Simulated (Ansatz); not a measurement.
Start from Si in the diamond structure (space group Fd-3m, No. 227; a = 5.444 Å).

Computed with r2SCAN (Ansatz, a program for electronic structure), spin-orbit coupling left out.

Base values:

| Property | Value |
|---|---|
| Lattice parameter a | 5.444 Å |
| Band gap | 0.78 eV |

Now apply this change: a hydrostatic pressure of 60 GPa.

Q: Estimate the effect on the lattice parameter a and band gap.

A: The lattice parameter a shrinks by 0.557 Å (5.444 Å → 4.887 Å); the band gap changes from 0.78 eV to zero.

Load acts through the strain it causes; cell and atoms are relaxed under it. Whether these cells are dynamically stable was not tested. Measured, Si leaves this structure (for the β-tin structure) near 12 GPa (room temperature; as listed in arXiv:1906.07825). A zero or small gap of Si under pressure 60 GPa can be the functional's error rather than a property of the material.
